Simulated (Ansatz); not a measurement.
The structure below was relaxed with Ansatz (a program for electronic structure) PBEsol, no SOC, at pressure 1.5 GPa.

Space group P6/mmm (No. 191); a = b = 3.055 Å, c = 3.483 Å, α = β = 90.00°, γ = 120.00°

```json
[
 {"atom": "Mg", "site": "1a", "symmetry": "6/mmm", "x": "0.0000", "y": "0.0000", "z": "0.0000"},
 {"atom": "B", "site": "2d", "symmetry": "-6m2", "x": "0.3333", "y": "0.6667", "z": "0.5000"}
]
```

Task: Write out a cell with all atoms.

Result: 
```
MgB2
1.0
    3.05516     0.00000     0.00000
   -1.52758     2.64585     0.00000
    0.00000     0.00000     3.48300
Mg B
1 2
Cartesian
  0.00000   0.00000   0.00000
  0.00000   1.76390   1.74150
  1.52758   0.88195   1.74150
```
This is the conventional cell.

Load acts through the strain it causes; cell and atoms are relaxed under it. No phonon test of stability was made. The final runs are not spin-polarised. The cell was made from MgB₂ (space group P6/mmm, No. 191) by this change: pressure 1.5 GPa.
